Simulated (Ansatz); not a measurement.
Take CdSe in the wurtzite structure (space group P6_3mc, No. 186; a = 4.302 Å, c = 7.021 Å) as the base.

Structures relaxed with PBEsol/PAW in Ansatz (a program for electronic structure), no SOC.

Base:

Simulated powder pattern, Cu Kα1, λ = 1.54056 Å (kinematic, ideal powder, no thermal factors, no anomalous dispersion; the 10 strongest lines at most, above 2 %, up to 2θ = 90°):

```tsv
2θ (°)	I/Imax (%)	hkl
23.86	100	(100)
25.35	60	(002)
27.07	75	(101)
35.09	38	(102)
41.97	88	(110)
45.74	87	(103)
49.67	55	(112)
63.81	31	(203)
71.78	22	(105)
79.35	33	(213)
```

One thing is altered: full substitution Se → Pb, then cell and atoms are relaxed.

Problem. How do the reflections move or split?

Solution. 
Simulated powder pattern, Cu Kα1, λ = 1.54056 Å (kinematic, ideal powder, no thermal factors, no anomalous dispersion; the 10 strongest lines at most, above 2 %, up to 2θ = 90°):

```csv
2θ (°),d (Å),I/Imax (%),hkl
20.22,4.388,100,(100)
25.05,3.551,27,(101)
29.52,3.023,53,(002)
35.40,2.534,99,(110)
36.05,2.490,47,(102)
46.74,1.942,91,(112)
63.55,1.463,18,(300)
63.97,1.454,18,(212)
71.61,1.317,26,(302)
72.80,1.298,25,(114)
```

The indices refer to each structure's own conventional cell; one index is shown for lines that coincide. The space group is now P6_3/mmc (No. 194).

Stability against distortions was not tested. As relaxed here, CdPb is a hypothetical phase, not in the database extracts checked.
